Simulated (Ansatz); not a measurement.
MoP (model structure, started from the NbAs type, I4₁md, No. 109, 4 atoms in the cell)

These are PBEsol (Ansatz, a quantum-chemistry and plane-wave program, plane waves, PAW) values and carry that method's errors.

Run with plane-wave cutoff 500 eV, 18×18×18 k mesh, Fermi–Dirac smearing 0.05 eV, no spin polarisation, scalar-relativistic PAW data made under PBE.

Cell (relaxed at this level):

```
CELL_PARAMETERS angstrom
     -1.59670     1.59670     5.55687
      1.59670    -1.59670     5.55687
      1.59670     1.59670    -5.55687
ATOMIC_POSITIONS crystal
  Mo 0.74923 0.74923 0.00000
  Mo 0.49923 0.99923 0.50000
  P  0.16677 0.16677 0.00000
  P  0.91677 0.41677 0.50000
```

- band gap = zero (no gap)

Note: the relaxation could raise the start's symmetry but not lower it, so the cell can be a saddle point.

Spin–orbit coupling is not included.

A model structure was made by putting elements into a prototype or built by hand; it is no filed structure, need not be a known phase, and can be a saddle point held by its symmetry.
